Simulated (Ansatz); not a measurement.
Base system: Al in the fcc (Cu type) structure (space group Fm-3m, No. 225; relaxed with 0.1 eV smearing).

```
CELL_PARAMETERS angstrom
      0.00000     1.99683     1.99683
      1.99683     0.00000     1.99683
      1.99683     1.99683     0.00000
ATOMIC_POSITIONS crystal
  Al 0.00000 0.00000 0.00000
```

Cartesian axes are those of the cell as printed.

Computed with r2SCAN (Ansatz, a program for electronic structure, PAW, no spin-orbit coupling).

For the base:

| Item | Result |
|---|---|
| Pressure | 0.0 GPa |

One thing is altered: compressive biaxial strain of 1.00 % in the plane normal to [001], as in epitaxy on a mismatched substrate; the out-of-plane cell vector and the atoms relax.

**Question.** How does this affect the out-of-plane strain and pressure?

**Answer.** The out-of-plane strain comes out as +1.06 %; the pressure (mean of the normal stresses, compression positive) goes from zero to 0.9 GPa.

Stability against distortions was not tested.
